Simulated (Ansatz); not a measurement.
The reference is HgTe in the zinc blende structure (space group F-43m, No. 216; a = 6.510 Å).

Method: plane-wave PAW DFT at the PBEsol level (Ansatz, a first-principles code, 420 eV), without spin-orbit coupling.

One change was made to it. Results:

The shortest interatomic distance shrinks by 0.087 Å to 2.732 Å; the density rises by 0.775 g/cm³ (7.90 g/cm³ → 8.68 g/cm³).

Q: Name the change that was made.
(A) pressure 0.7 GPa
(B) pressure 0.3 GPa
(C) pressure 10 GPa
(D) pressure 5 GPa
(E) pressure −1 GPa

A: D, pressure 5 GPa. For comparison, the shortest interatomic distance in the other runs: pressure 0.7 GPa gives 2.804 Å; pressure 0.3 GPa gives 2.812 Å; pressure −1 GPa gives 2.843 Å; pressure 10 GPa gives 2.674 Å.

A case with no gap was solved on a k-mesh chosen for an insulator, which is coarse for it. Load acts through the strain it causes; cell and atoms are relaxed under it. Whether these cells are dynamically stable was not tested. Tetrahedral semiconductors of this kind turn to denser phases somewhere between about 1 and 50 GPa; those were not computed, so compressed cells here can lie past the real transition. The final runs are not spin-polarised.
